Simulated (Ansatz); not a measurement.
## YAu (Cmcm, No. 63, 4 atoms in the cell; start mp-1066254; a measured phase of this formula has another space group)

The numbers are results of PBEsol (Ansatz, a program for electronic structure, PAW), not measurements.

Run with plane-wave cutoff 500 eV, 16×16×12 k mesh (along the axes of the cell as run), Fermi–Dirac smearing 0.1 eV, scalar-relativistic PAW data made under PBE.

Cell (relaxed at this level):

```yaml
crystal:
  lattice:
    - [1.84664, -5.43086, 0.00000]
    - [1.84664, 5.43086, 0.00000]
    - [0.00000, 0.00000, 4.60168]
  atoms:
    - { symbol: Y, position: [0.86071, 0.13929, 0.75000] }
    - { symbol: Y, position: [0.13929, 0.86071, 0.25000] }
    - { symbol: Au, position: [0.58632, 0.41368, 0.75000] }
    - { symbol: Au, position: [0.41368, 0.58632, 0.25000] }
```

```
Quantity          Value
--------  -------------
band gap  zero (no gap)
```

Note: the relaxation could not lower the start's symmetry, so the cell can be a saddle point above a distorted one.

Spin–orbit coupling is not included; it can shift volumes and moduli of such heavy elements.

Static lattice: no zero-point or thermal effects.

Computing time: about 11 core-minutes (a rough figure).

A start named mp-… is a Materials Project structure, which need not be a measured phase.
